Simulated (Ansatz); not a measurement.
Start from HfO₂ (space group Pca2_1, No. 29; a = 5.247 Å, b = 5.031 Å, c = 5.060 Å).

The values are results of Ansatz (a quantum-chemistry and plane-wave program), r2SCAN, PAW, cutoff 500 eV, spin-orbit coupling left out, earlier PAW set, not measurements.

Before the change:

| Item | Result |
|---|---|
| Band gap | 4.97 eV |
| Smallest direct gap | 5.17 eV |
| Shortest interatomic distance | 203.1 pm |

Perturbation: a negative pressure, −2 GPa.

Problem. What does the calculation give for the band gap after the change?

Solution. The band gap falls by 0.02 eV to 4.95 eV.

Problem. Estimate the effect on the smallest direct gap.

Solution. The smallest direct gap drops by 0.01 eV, from 5.17 eV to 5.16 eV.

Problem. Estimate the effect on the shortest interatomic distance.

Solution. The shortest interatomic distance grows by 0.4 pm to 203.5 pm.

Spin-orbit coupling, missing from the scalar runs, can matter with Hf. Load acts through the strain it causes; cell and atoms are relaxed under it. Whether these cells are dynamically stable was not tested. This is not the structure that HfO2 has at room temperature and ambient pressure.
